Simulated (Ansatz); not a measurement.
A relaxation of the atoms of CaHg (P4mm, 2 atoms in the cell) with Ansatz (a program for electronic structure).

Method: LDA (PW92), default PAW files made with PBE (plane waves; Ansatz).

The change in words: one atom moved by 0.15 angstrom; relax: default → atoms; relax.f_tol: default → 0.001 eV/Å. Reference geometry:
```
CELL_PARAMETERS angstrom
      3.77342     0.00000     0.00000
      0.00000     3.77342     0.00000
      0.00000     0.00000     3.77342
ATOMIC_POSITIONS crystal
  Ca 0.00000 0.00000 0.00000
  Hg 0.50000 0.50000 0.50000
```

Reference input (self-consistent single point, DFT, LDA (PW92), plane waves, default PAW files made with PBE): basis.ecutwfc = 420 eV; kpoints.mp_grid.grid = 9 9 9; hamiltonian.xc = lda; hamiltonian.pseudopotentials = {kind: paw} (the program's default PAW files); scf.occupations.method = gaussian; scf.occupations.width = 0.1 eV. This run's input differs from it in these lines:

```diff
@@ -6,3 +6,3 @@
   atoms:
-    - { symbol: Ca, position: [0.00000000, 0.00000000, 0.00000000] }
+    - { symbol: Ca, position: [0.00000000, 0.00000000, 0.03975200] }
     - { symbol: Hg, position: [0.50000000, 0.50000000, 0.50000000] }
@@ -17,2 +17,4 @@
   occupations: { method: gaussian, width: 0.1 }
+relax:
+  f_tol: 0.001
 output:
```

Output (repeated stretches shortened):

```
   [... SCF lines of the steps left out ...]
relax step   1: F+E_penalty+E_count = -15296.31497534 eV  Δ(F+E_penalty+E_count) = +0.000e0 eV  max|allowed force component| = 2.378e-1 eV/Å  Δτ_max = 0.0000 Å  (6 SCF iters, dr2 threshold 1.00e-7 eV, accepted)
relax step   2: F+E_penalty+E_count = -15296.33107188 eV  Δ(F+E_penalty+E_count) = -1.610e-2 eV  max|allowed force component| = 7.636e-2 eV/Å  Δτ_max = 0.0512 Å  (5 SCF iters, dr2 threshold 3.53e-6 eV, accepted)
relax step   3: F+E_penalty+E_count = -15296.33288535 eV  Δ(F+E_penalty+E_count) = -1.813e-3 eV  max|allowed force component| = 2.165e-3 eV/Å  Δτ_max = 0.0232 Å  (5 SCF iters, dr2 threshold 3.64e-7 eV, accepted)
relax step   4: F+E_penalty+E_count = -15296.33288538 eV  Δ(F+E_penalty+E_count) = -2.217e-8 eV  max|allowed force component| = 2.056e-3 eV/Å  Δτ_max = 0.0000 Å  (4 SCF iters, accepted)
relax step   5: F+E_penalty+E_count = -15296.33288669 eV  Δ(F+E_penalty+E_count) = -1.316e-6 eV  max|allowed force component| = 8.726e-6 eV/Å  Δτ_max = 0.0006 Å  (5 SCF iters, accepted)
the relaxation is at rest under the 8 symmetry operations that the run kept from its start: a minimum is not shown …
Stability not checked: this state was not tested for a lower state beside it, because too few of the mixer's solves of this state at the end of the SCF gave a …
Free energy (F): -15296.332887 eV
Internal energy: -15296.323354 eV  (E = F + TS)
E sigma→0 (E₀):  -15296.328120 eV
Entropy (-TS):   -0.009533 eV (-4.766 meV/atom)
Fermi energy:    10.550077 eV
--- Forces (eV/Å), atoms counted from 1 ---
  atom   1  Ca     0.00000000     0.00000000     0.00000601
   [... lines left out ...]
  The stress holds the Pulay correction. Without it, at fixed plane waves, as pw.x and ABINIT print it: P = -3.7867 GPa
--- Relaxed structure (5 steps of the walk, 5 accepted, 0 SCFs on fresh bases) ---
  F+E_penalty+E_count = -15296.33288669 eV   max|allowed force component| = 8.726e-6 eV/Å
  atoms:
    - { symbol: Ca, position: [2.576888217939511e-35, 0.0, 0.01987503855760075] }
    - { symbol: Hg, position: [0.5, 0.5, 0.5198769614423993] }
```

The run converged. 

Summary of the result:
- Free energy E − TS (on the zero of these files) = -15296.3329 eV
- Fermi level (on the code's own zero) = 10.55 eV
- Pressure = -3.77 GPa
- Relaxation steps = 5

The starting cell comes from a database of computed structures (which also holds hypothetical and non-ambient phases and stackings), without a prior relaxation at this level. Its lattice was rescaled by up to half a per cent. For this run, on top of that: one atom moved by 0.15 angstrom. The relaxation keeps the symmetry of its start, so its end need not be a minimum. Ansatz's pressure includes its estimate of the finite-basis (Pulay) stress.

Cost on one core of a shared machine: roughly 40 s.

Keys are those of Ansatz 0.2.
